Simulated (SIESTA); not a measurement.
Band structure of SnP3 (R-3m, 8 atoms in the cell).

```yaml
crystal:
  lattice:
    - [3.77964, 2.18218, 3.69964]
    - [-3.77964, 2.18218, 3.69964]
    - [0.00000, -4.36435, 3.69964]
  atoms:
    - { symbol: Sn, position: [0.74595, 0.74595, 0.74595] }
    - { symbol: Sn, position: [0.25405, 0.25405, 0.25405] }
    - { symbol: P, position: [0.20089, 0.20089, 0.74082] }
    - { symbol: P, position: [0.79910, 0.79910, 0.25918] }
    - { symbol: P, position: [0.74082, 0.20089, 0.20089] }
    - { symbol: P, position: [0.25918, 0.79910, 0.79910] }
    - { symbol: P, position: [0.20089, 0.74082, 0.20089] }
    - { symbol: P, position: [0.79910, 0.25918, 0.79910] }
```

Method of the run: GGA PBEsol, numerical atomic orbitals DZP, PseudoDojo PBEsol standard norm-conserving potentials (rewritten from UPF to PSML) (SIESTA).

Settings: XC.functional = GGA; XC.authors = PBEsol; potentials = PseudoDojo PBEsol standard; PAO.BasisSize = DZP; PAO.EnergyShift = 0.01 Ry; MeshCutoff = 300 Ry; kgrid.MonkhorstPack = 4 4 4; OccupationFunction = MP; OccupationMPOrder = 0; ElectronicTemperature = 1160.45 K; MaxSCFIterations = 150; SCF.Mixer.Method = Broyden; SCF.Mixer.Weight = 0.2; SCF.Mixer.History = 6.

The starting cell comes from a database of computed structures (which also holds hypothetical and non-ambient phases and stackings), without a prior relaxation at this level. Its lattice was rescaled by a random factor within 2.5 % of one. Values carry the incompleteness of an atom-centred basis. The run gives no clean gap (levels at the Fermi energy touch, overlap or are partly filled at this smearing), which alone does not show that the compound is a metal.

Levels in eV from the Fermi level, bands 25 to 30:
```
point     25     26     27     28     29     30
-----  -----  -----  -----  -----  -----  -----
Γ      -3.28  -2.94  -2.94  -1.55  -1.49  -1.49
L      -3.07  -2.15  -1.72  -1.70  -0.67   0.62
B1     -1.84  -1.22  -0.84  -0.69   0.54   0.68
B      -1.84  -1.22  -0.84  -0.69   0.54   0.68
Z      -0.99  -0.99  -0.55  -0.55   0.41   0.53
X      -2.14  -1.66  -1.35  -1.35   0.26   0.77
Q      -2.14  -1.66  -1.35  -1.35   0.26   0.77
F      -2.03  -1.60  -1.39  -1.15   0.18   0.62
P1     -1.69  -1.15  -0.76  -0.68   0.43   0.76
P      -1.69  -1.15  -0.76  -0.68   0.43   0.76
```

Bands cross the Fermi level along this path, so the cell is metallic at this level.

Higher empty bands are left out: an atom-centred basis made for the valence describes them poorly.
